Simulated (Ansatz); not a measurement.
Take EuO in the rock salt structure (space group Fm-3m, No. 225; a = 4.9652 Å; ferromagnetic; relaxed with 0.1 eV smearing) as the base. Axes: x, y, z lie along the cube axes.

All numbers come from Ansatz (a program for electronic structure), PBEsol, PAW, cutoff 420 eV, without spin-orbit coupling.

Base values:

The largest site moment is 6.50 μB and the band gap comes out as zero. The pressure comes out as 0.0 GPa and the shortest interatomic distance is 2.483 Å.

The change: strain tensor (xx, yy, zz, yz, xz, xy) = (−0.13, +0.70, +0.47, −0.16, +1.37, −0.25) %, atoms relaxed at fixed cell.

Task: What does the calculation give for the largest site moment, energy relative to the base, band gap, pressure and shortest interatomic distance after the change?

Result: The largest site moment stays 6.50 μB; the energy goes up by 3.1 meV/atom; the band gap stays zero; the pressure (mean of the normal stresses, compression positive) goes from zero to -1.1 GPa; the shortest interatomic distance drops by 0.003 Å, from 2.483 Å to 2.480 Å.

Other magnetic orders, which the real material may have, were not ruled out. The state of the 4f shell was not checked for lower solutions. Whether these cells are dynamically stable was not tested. No Hubbard U is applied, and correlation can decide whether such a compound is a metal.
